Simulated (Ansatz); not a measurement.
Base system: Cu in the fcc (Cu type) structure (space group Fm-3m, No. 225; a = 3.577 Å; relaxed with 0.1 eV smearing). Axes: x, y, z lie along the cube axes.

Level of theory: r2SCAN (Ansatz, a quantum-chemistry and plane-wave program; PAW; 500 eV plane waves; without spin-orbit coupling).

Strains are applied to the cell and any free atomic positions relax; under biaxial strain the out-of-plane vector relaxes too.

One change was made to it. Results:

The pressure (mean of the normal stresses, compression positive) goes from zero to 2.9 GPa; the energy increases by 3.7 meV/atom; the volume per atom falls by 0.19 Å³ (11.44 Å³ → 11.25 Å³).

**Question.** What was done to the base?
(A) biaxial strain −0.83 %, plane normal [111], relaxed out of plane
(B) biaxial strain −1.67 %, plane normal [111], relaxed out of plane
(C) biaxial strain −0.42 %, plane normal [111], relaxed out of plane
(D) biaxial strain −1.25 %, plane normal [111], relaxed out of plane
(E) biaxial strain −2.50 %, plane normal [111], relaxed out of plane

**Answer.** D, biaxial strain −1.25 %, plane normal [111], relaxed out of plane. For comparison, the energy relative to the base in the other runs: biaxial strain −2.50 %, plane normal [111], relaxed out of plane gives +16 meV/atom; biaxial strain −0.42 %, plane normal [111], relaxed out of plane gives +0.4 meV/atom; biaxial strain −0.83 %, plane normal [111], relaxed out of plane gives +1.6 meV/atom; biaxial strain −1.67 %, plane normal [111], relaxed out of plane gives +6.8 meV/atom.

Stability against distortions was not tested. The final runs are not spin-polarised.
